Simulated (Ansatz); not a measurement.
Band-edge transport in semiconductors and insulators: CdSe (F-43m) under several functionals (Ansatz, a quantum-chemistry and plane-wave program, with spin-orbit coupling). The PBE cell:

```cif
data_Cd4Se4
_chemical_formula_sum 'Cd4 Se4'
_space_group_name_H-M_alt 'F-43m'
_space_group_IT_number 216
_space_group_name_Hall 'F -4 2 3'
_cell_length_a 6.19570
_cell_length_b 6.19570
_cell_length_c 6.19570
_cell_angle_alpha 90.000
_cell_angle_beta 90.000
_cell_angle_gamma 90.000
loop_
_atom_site_label
_atom_site_type_symbol
_atom_site_symmetry_multiplicity
_atom_site_Wyckoff_symbol
_atom_site_fract_x
_atom_site_fract_y
_atom_site_fract_z
_atom_site_occupancy
Cd1 Cd 4 a 0.00000 0.00000 0.00000 1
Se1 Se 4 c 0.25000 0.25000 0.25000 1
```
(The calculation used a cell of 2 atoms; values per cell refer to that cell.)

| Functional | cell relaxed with | volume (Å³/atom) | band gap | hole conductivity mass | Seebeck coefficient, p-type 1e19 cm⁻³ |
|---|---|---|---|---|---|
| PBE | PBE | 29.73 | 0.38 eV | 0.84 mₑ | 317 μV/K |
| PBEsol | PBEsol | 28.11 | 0.36 eV | 0.76 mₑ | 305 μV/K |

For the band gap, PBE gives 0.38 eV and PBEsol 0.36 eV: PBE lies 3 % above.

Masses are for dilute carriers at 300 K, harmonic means over directions unless an axis is named. Seebeck coefficients are for the stated density at 300 K, with one relaxation time for all states and whether or not that doping can be reached.
